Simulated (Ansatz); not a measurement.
Hypothetical diamond Zn, response to strain

Consider Zn in the diamond structure (space group Fd-3m, No. 227; a = 5.658 Å; a hypothetical phase, not in the database extracts checked; relaxed with 0.1 eV smearing). Axes: x, y, z lie along the cube axes.

Strains are applied to the cell and any free atomic positions relax; under biaxial strain the out-of-plane vector relaxes too.

Computed with PBEsol in Ansatz (plane waves to 420 eV, PAW, without spin-orbit coupling).

Notes on the quantities. pressure: mean of the normal stresses, compression positive; energy relative to the base: free energy F.

```csv
variant,pressure,shortest interatomic distance,energy relative to the base,space group
base,0.0 GPa,2.450 Å,0 meV/atom,Fd-3m (No. 227)
"biaxial strain −1.64 %, plane normal [001], relaxed out of plane",-0.7 GPa,2.467 Å,-2.7 meV/atom,I4_1/amd (No. 141)
"biaxial strain +2.28 %, plane normal [001], relaxed out of plane",1.6 GPa,2.417 Å,-6.5 meV/atom,I4_1/amd (No. 141)
"biaxial strain +4.21 %, plane normal [001], relaxed out of plane",4.7 GPa,2.368 Å,-27 meV/atom,I4_1/amd (No. 141)
isotropic strain −1.94 %,2.4 GPa,2.402 Å,+9.2 meV/atom,Fd-3m (No. 227)
isotropic strain −0.76 %,0.9 GPa,2.431 Å,+1.3 meV/atom,Fd-3m (No. 227)
uniaxial strain ε_zz = +1.65 %,-0.6 GPa,2.463 Å,+0.4 meV/atom,I4_1/amd (No. 141)
```

Stability against distortions was not tested. Under biaxial strain −1.64 %, plane normal [001], relaxed out of plane, biaxial strain +2.28 %, plane normal [001], relaxed out of plane and biaxial strain +4.21 %, plane normal [001], relaxed out of plane the cell ends below the base's energy or with stress of the wrong sign: the atoms slid into a distortion or the cell is elastically unstable, so the base is not a stable minimum at this level.

Ansatz is a quantum-chemistry and plane-wave program.
